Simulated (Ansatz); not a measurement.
AlB2-type MgB2, treated with PBE (Ansatz, a first-principles code, PAW).

Numerical settings: plane-wave cutoff 520 eV, 18×18×12 k mesh (along the axes of the cell as run), Fermi–Dirac smearing 0.1 eV, perturbation theory, scalar-relativistic PAW data made under PBE.

The cell has the measured lattice parameters. Conventional cell: a = 3.0834 Å, b = 3.0834 Å, c = 3.5213 Å, α = 90.00°, β = 90.00°, γ = 120.00°.

```cif
data_B2Mg
_chemical_formula_sum 'Mg1 B2'
_space_group_name_H-M_alt 'P6/mmm'
_space_group_IT_number 191
_space_group_name_Hall '-P 6 2'
_cell_length_a 3.08340
_cell_length_b 3.08340
_cell_length_c 3.52130
_cell_angle_alpha 90.000
_cell_angle_beta 90.000
_cell_angle_gamma 120.000
loop_
_atom_site_label
_atom_site_type_symbol
_atom_site_symmetry_multiplicity
_atom_site_Wyckoff_symbol
_atom_site_fract_x
_atom_site_fract_y
_atom_site_fract_z
_atom_site_occupancy
Mg1 Mg 1 a 0.00000 0.00000 0.00000 1
B1 B 2 d 0.33333 0.66667 0.50000 1
```

Harmonic phonon frequencies (cm⁻¹; i marks an imaginary mode):

| q point | frequencies |
|---|---|
| Γ | 0 0 0 331 331 395 567 567 686 |
| M | 251 259 329 423 457 497 708 714 748 |
| K | 264 294 294 442 442 648 692 692 751 |
| A | 224 224 227 227 314 382 515 515 629 |

No imaginary mode appears at these points.

Note: the cell isn't this level's own, so it is under some stress, which shifts stiffness and frequencies.
